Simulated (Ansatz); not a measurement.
Start from CdTe in the zinc blende structure (space group F-43m, No. 216; a = 6.618 Å).

Method: PBE (Ansatz, an electronic-structure program, PAW, no spin-orbit coupling).

Strains are applied to the cell and any free atomic positions relax.

One change was made to it. Results:

| quantity | base | after |
|---|---|---|
| valley order (the lowest conduction-band minima on the path, energy above the VBM, named in the base's zone) | Γ 0.59 eV; L along ⟨111⟩ 1.76 eV | Γ 0.72 eV; L along ⟨111⟩ 1.81 eV |
| hole mass (degenerate bands, along [100]) | 0.054, 0.57, 0.57 mₑ (at Γ) | 0.062, 0.53, 0.53 mₑ (at Γ) |
| electron mass | 0.053 mₑ (at Γ) | 0.061 mₑ (at Γ) |
| width of the top valence band | 1.94 eV | 2.12 eV |

Name the change that was made.
A) isotropic strain −2.50 %
B) isotropic strain +0.50 %
C) isotropic strain −1.50 %

C, isotropic strain −1.50 %. For comparison, the valley order in the other runs: isotropic strain +0.50 % gives Γ 0.54 eV; L along ⟨111⟩ 1.74 eV; isotropic strain −2.50 % gives Γ 0.81 eV; L along ⟨111⟩ 1.84 eV.

With Te present, leaving out spin-orbit coupling can change the band edges. The levels and masses belong to the bands next to the band gap. Masses are band curvatures over ±0.01 Å⁻¹ around the edge. Whether these cells are dynamically stable was not tested.
